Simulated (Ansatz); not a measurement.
The reference is PbTe in the rock salt structure (space group Fm-3m, No. 225; a = 6.442 Å).

Method: Ansatz (an electronic-structure program) PBEsol, no spin-orbit coupling.

Before the change:

The width of the top valence band is 2.86 eV.

The change: the cell is scaled by 0.9750 in all directions; the atoms relax in the strained cell.

Q: Predict the new mean gap deformation potential ΔEg/Δln V.

A: The mean gap deformation potential ΔEg/Δln V amounts to +2.4 eV.

Q: How does this affect the width of the top valence band?

A: The width of the top valence band rises by 0.495 eV (2.86 eV → 3.36 eV).

With Pb and Te present, leaving out spin-orbit coupling can change the band edges. No phonon test of stability was made.
